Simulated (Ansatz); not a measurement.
**Equilibrium volume per atom of TaAs (I4₁md, No. 109, 4 atoms in the cell; start mp-1936) at several levels of theory**

No measured value is used here.

Put these levels in order of the equilibrium volume per atom that they give for TaAs (I4₁md, No. 109, 4 atoms in the cell; start mp-1936), smallest first: LDA (Ansatz, a program for electronic structure), PBE (Ansatz), PBE-D4 (Ansatz).

LDA (16.68 Å³/atom), PBE-D4 (17.22 Å³/atom), PBE (17.59 Å³/atom)

Density-functional levels without +SOC have no spin–orbit coupling. PBE, PBE-D4, LDA: the relaxation could not lower the start's symmetry, so the cell can be a saddle point above a distorted one. Ansatz's density-functional and Hartree–Fock values are scalar-relativistic unless marked +SOC, with PAW data made under PBE.

A start named mp-… is a Materials Project structure, which need not be a measured phase.
